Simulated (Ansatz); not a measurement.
# Sr3P2 (model structure, started from the A-La2O3 type, P-3m1, No. 164, 5 atoms in the cell)

Level of theory: PBE0 (plane waves, PAW; Ansatz, a first-principles code).

Settings: plane-wave cutoff 460 eV, 6×6×4 k mesh (along the axes of the cell as run), Fermi–Dirac smearing 0.01 eV, scalar-relativistic PAW data made under PBE.

Cell (relaxed with PBEsol):

```yaml
crystal:
  lattice:
    - [5.08485, 0.00000, 0.00000]
    - [-2.54242, 4.40361, 0.00000]
    - [0.00000, 0.00000, 6.57601]
  atoms:
    - { symbol: P, position: [0.33333, 0.66667, 0.21565] }
    - { symbol: P, position: [0.66667, 0.33333, 0.78435] }
    - { symbol: Sr, position: [0.00000, 0.00000, 0.00000] }
    - { symbol: Sr, position: [0.33333, 0.66667, 0.68656] }
    - { symbol: Sr, position: [0.66667, 0.33333, 0.31344] }
```

```json
{
 "band_gap": "1.80 eV (on the SCF k mesh)",
 "smallest_direct_gap_on_the_k_points_sampled": "2.41 eV"
}
```

Note: the relaxation could raise the start's symmetry but not lower it, so the cell can be a saddle point; cell and atoms aren't relaxed at this level (largest force component 0.06 eV/Å, pressure 1.4 GPa).

Spin–orbit coupling is not included.

Static lattice: no zero-point or thermal effects.

It cost about 5 core-minutes (a rough figure) of CPU time.

A model structure was made by putting elements into a prototype or built by hand; it is no filed structure, need not be a known phase, and can be a saddle point held by its symmetry.
